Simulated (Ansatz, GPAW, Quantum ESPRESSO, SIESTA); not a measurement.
## One structure in several programs: CaCd2 (Imma, 6 atoms in the cell)

Self-consistent single point.

```xyz
6
Lattice="-2.4689 3.7888 4.1979 2.4689 -3.7888 4.1979 2.4689 3.7888 -4.1979" Properties=species:S:1:pos:R:3 pbc="T T T"
Ca     0.0000     1.8944     4.5459
Ca     2.4689     1.8944    -0.3480
Cd     0.0000     3.4260     1.3815
Cd     2.4689     0.3628     2.8164
Cd     0.0000     0.3628     1.3815
Cd     2.4689     3.4260     2.8164
```

Shared settings, as Ansatz (a program for electronic structure) writes them: kpoints.mp_grid.grid = 7 7 7; scf.occupations.method = fermi_dirac; scf.occupations.width = 0.1 eV. Potentials and cutoffs stand in the table.

```
code                                                                                                                                 model  pressure (GPa)  largest force (eV/Å)       cutoff
----------------  ------------------------------------------------------------------------------------------------------------------------  --------------  --------------------  -----------
SIESTA            LDA PW92, numerical atomic orbitals DZP, PseudoDojo LDA standard norm-conserving potentials (rewritten from UPF to PSML)           -3.89                 0.177  grid 300 Ry
Quantum ESPRESSO                                                                       LDA (PZ), GBRV 1.5 ultrasoft (LDA) pseudopotentials           -4.03                 0.050        40 Ry
Ansatz                                                                                                 LDA (PW92), PAW files made with PBE           -3.80                 0.050      default
GPAW                                                                         LDA (Perdew-Wang 92), GPAW PAW datasets LDA (gpaw-data 1.0.1)           -4.05                 0.050       550 eV
```

Size of the force on each atom (eV/Å): Sizes of forces hide their directions.

```
code                Ca1    Ca2    Cd3    Cd4    Cd5    Cd6
----------------  -----  -----  -----  -----  -----  -----
SIESTA            0.127  0.127  0.177  0.177  0.175  0.175
Quantum ESPRESSO  0.050  0.050  0.022  0.022  0.022  0.022
Ansatz            0.050  0.050  0.025  0.025  0.025  0.025
GPAW              0.050  0.050  0.030  0.030  0.030  0.030
```

The spread over the programs that give each value: pressure within 0.25 GPa; largest force within 0.127 eV/Å.

SIESTA uses small atom-centred bases, whose incompleteness enters pressures, forces and empty levels differently from a plane-wave cutoff. Ansatz's pressure is given at a fixed set of plane waves, as the other plane-wave codes print theirs. The same LDA comes in different parametrisations, which differ slightly. In the force vectors, SIESTA (by 0.177) lies more than 0.08 eV/Å from the median of the plane-wave programs.

On the base mesh (4 4 4) the same programs gave: Ansatz pressure -3.83 GPa; Quantum ESPRESSO pressure -4.06 GPa; GPAW pressure -4.07 GPa; SIESTA pressure -3.91 GPa.

The starting cell comes from a database of computed structures (which also holds hypothetical and non-ambient phases and stackings), without a prior relaxation at this level.

Left out of this page: CP2K (on another mesh).

Keys are those of Ansatz 0.2.
